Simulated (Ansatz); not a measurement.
Reference: BAs (F-43m), PBE with spin-orbit coupling, rigid bands (plane waves, PAW; Ansatz, an electronic-structure program); geometry: cell and atoms relaxed with PBEsol.

AsB has the cubic space group F-43m (No. 216), the zinc blende structure, Pearson symbol cF8. Lattice parameters: a = b = c = 4.7679 Å, α = β = γ = 90.00°. B on 4a has 4 As at 2.065 Å (tetrahedral). As on 4d has 4 B at 2.065 Å (tetrahedral). (Neighbours: up to the widest gap in distance over summed covalent radii, below 1.35, at either atom.)
(The calculation used a cell of 2 atoms; values per cell refer to that cell.)

- band gap: 1.12 eV
- electron conductivity mass: 0.31 mₑ
- hole conductivity mass: 0.35 mₑ
- Seebeck coefficient, n-type 1e19 cm⁻³: -324 μV/K

Task: Swap As for P, keeping the structure type. How do these values move?

Result: BP (F-43m): volume per atom 13.5 to 11.5 Å³; band gap rises (1.12 eV to 1.21 eV); electron conductivity mass rises (0.31 mₑ to 0.33 mₑ); hole conductivity mass rises (0.35 mₑ to 0.43 mₑ); Seebeck coefficient, n-type 1e19 cm⁻³ stays about the same (-324 μV/K to -338 μV/K).

Task: Swap B for Ga, keeping the structure type. How do these values move?

Result: GaAs (F-43m): volume per atom 13.5 to 22.6 Å³; band gap falls (1.12 eV to 0.39 eV); electron conductivity mass falls (0.31 mₑ to 0.035 mₑ); hole conductivity mass rises (0.35 mₑ to 0.41 mₑ); Seebeck coefficient, n-type 1e19 cm⁻³ falls in size (-324 μV/K to -34 μV/K).

Moves up to 5 % count as about the same. Masses are for dilute carriers at 300 K, harmonic means over directions unless an axis is named. Seebeck coefficients are for the stated density at 300 K, with one relaxation time for all states and whether or not that doping can be reached.
